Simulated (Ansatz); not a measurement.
Where the default PAW files enter, the runs use the earlier of Ansatz's two default sets.

Crystal: CsI (Pm-3m, CsCl type, 2 atoms a cell, 50.8 Å³ an atom); both levels run on this one cell.

Complex bands along the normal of (001) by Ansatz (plane waves, PAW, no spin-orbit coupling). r2SCAN gives a gap of 4.39 eV and a slowest mid-gap decay of 0.290 1/Å.

**Question.** What does PBE give on the same cell, and what does that do to the current through 2 nm?

**Answer.** Gap 3.69 eV, κ = 0.266 1/Å. The mid-gap transmission through 2 nm changes by exp(2 × 20 × (0.290 − 0.266)) = a factor of 2.6 against r2SCAN.

Ansatz is a program for electronic structure.
